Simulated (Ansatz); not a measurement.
## Quick settings and what they miss: SrSn₂Au₂ (P4/nmm, 10 atoms in the cell)

Self-consistent single point.

```yaml
crystal:
  lattice:
    - [4.64951, 0.00000, 0.00000]
    - [0.00000, 4.64951, 0.00000]
    - [0.00000, 0.00000, 11.34746]
  atoms:
    - { symbol: Sr, position: [0.00000, 0.50000, 0.26168] }
    - { symbol: Sr, position: [0.50000, 0.00000, 0.73832] }
    - { symbol: Sn, position: [0.00000, 0.00000, 0.00000] }
    - { symbol: Sn, position: [0.50000, 0.50000, 0.00000] }
    - { symbol: Sn, position: [0.00000, 0.50000, 0.62870] }
    - { symbol: Sn, position: [0.50000, 0.00000, 0.37130] }
    - { symbol: Au, position: [0.00000, 0.00000, 0.50000] }
    - { symbol: Au, position: [0.50000, 0.50000, 0.50000] }
    - { symbol: Au, position: [0.00000, 0.50000, 0.86267] }
    - { symbol: Au, position: [0.50000, 0.00000, 0.13733] }
```

Level of theory: PBEsol, default PAW files made with PBE (plane waves; Ansatz, an electronic-structure program).

Base settings: basis.ecutwfc = 30.9 Ry; kpoints.mp_grid.grid = 7 7 3; hamiltonian.xc = pbesol; hamiltonian.pseudopotentials = {kind: paw} (the program's default PAW files); scf.occupations.method = cold; scf.occupations.width = 0.02 Ry.

Tight run (finer mesh or higher cutoff; not a proven limit): basis.ecutwfc: 30.9 Ry → 43.4 Ry; kpoints.mp_grid.grid: 7 7 3 → 10 10 5; scf.convergence.dr2_threshold: default (1e-07 eV) → 1e-09 eV. It gave Fermi level (on the code's own zero) 12.83 eV; pressure 0.02 GPa; largest force (vector length) 0.021 eV/Å.

Quick runs, as changes from the base:
- A: the base itself
- B: basis.ecutwfc: 30.9 Ry → 21.7 Ry; kpoints.mp_grid.grid: 7 7 3 → 4 4 4; hamiltonian.xc: pbesol → lda; scf.occupations.method: cold → gaussian; scf.occupations.width: 0.02 Ry → 0.0147 Ry [LDA (PW92)]
- C: basis.ecutwfc: 30.9 Ry → 18.4 Ry; kpoints.mp_grid.grid: 7 7 3 → 3 3 3; scf.occupations.method: cold → gaussian
- D: basis.ecutwfc: 30.9 Ry → 15.4 Ry; kpoints.mp_grid.grid: 7 7 3 → 4 4 4; scf.convergence.dr2_threshold: default (1e-07 eV) → 0.001 eV
- E: basis.ecutwfc: 30.9 Ry → 15.4 Ry; kpoints.mp_grid.grid: 7 7 3 → 2 2 2; scf.occupations.width: 0.02 Ry → 0.0367 Ry; kpoints.mp_grid.shift: default → 0.5 0.5 0.5

Energies are extrapolated to zero smearing width, which holds to low order in the width alone.

Dashes: energy of B, another energy zero.

† marks runs with another functional, U, potentials or spin treatment: their distance from the tight run is not a convergence error alone.

The count of work is k-points × plane waves × bands × iterations; it is no time. 

Pressures in the table are Ansatz's without its Pulay estimate, at a fixed set of plane waves; the tight run's value above holds the estimate.

The starting cell comes from a database of computed structures (which also holds hypothetical and non-ambient phases and stackings), without a prior relaxation at this level. Its lattice was rescaled by a random factor within 2.5 % of one.

| run | energy less tight (meV/atom) | pressure less tight (GPa) | largest miss in a force vector (eV/Å) | count of work / tight |
|---|---|---|---|---|
| A | 1.8 | 0.07 | 0.035 | 0.16 |
| B† | – | -7.91 | 0.112 | 0.074 |
| C | 769.3 | -35.89 | 0.175 | 0.021 |
| D | 4128.6 | -147.62 | 0.322 | 0.028 |
| E | 3983.0 | -142.82 | 0.287 | 0.0028 |

Among the runs at the tight run's level, the energy misses run from 1.8 to 4128.6 meV/atom.

Left out of this page: 1 run of the series outside the window shown, repeating another row's setting, or not comparable.

Keys are those of Ansatz 0.2.
